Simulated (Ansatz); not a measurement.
CrCuO2: Cu → V

The parent structure is CrCuO₂ (space group R-3m, No. 166; a = 2.964 Å, c = 16.920 Å (hexagonal axes); ferromagnetic).

One thing is altered: V takes the place of Cu on all its sites, then cell and atoms are relaxed.

All numbers come from PBEsol in Ansatz (plane waves to 420 eV, PAW, without spin-orbit coupling). Γ-centred 17×17×17 mesh, Fermi–Dirac width 0.05 eV, for the changed cell.

| quantity | base | changed | shift |
|---|---|---|---|
| volume per atom | 10.73 Å³ | 10.82 Å³ | +0.09 Å³ |
| density | 5.71 g/cm³ | 5.18 g/cm³ | -0.53 g/cm³ |
| lattice parameter a | 5.601 bohr | 5.505 bohr | -0.0955 bohr |
| c/a ratio | 5.709 | 6.062 | +0.353 |
| space group | R-3m (No. 166) | R-3m (No. 166) | – |
| band gap | 0.92 eV | zero | – |
| magnetic state | ferromagnetic | ferrimagnetic | – |
| largest site moment | 2.38 μB | 2.23 μB | -0.15 μB |

Final structure:

```
CELL_PARAMETERS angstrom
      1.45664     0.84099     5.88721
     -1.45664     0.84099     5.88721
      0.00000    -1.68198     5.88721
ATOMIC_POSITIONS crystal
  V  0.00000 0.00000 0.00000
  Cr 0.50000 0.50000 0.50000
  O  0.10906 0.10906 0.10906
  O  0.89094 0.89094 0.89094
```

Cost of the whole job for the changed cell (relaxation, final SCF and bands): about 8 core-minutes (a rough figure).

Stability against distortions was not tested. Starting moments died away, wholly or in part, for Cu → V; another magnetic solution may exist. No Hubbard U is applied and the magnetic state is the run's own (VCrO2 ferrimagnetic; CrCuO2 ferromagnetic); small cells can't hold the antiferromagnetic order that many such compounds have, so gaps and moments can be off. A gap here joins edges of opposite spin (a spin-flip gap).

Ansatz is a first-principles code.
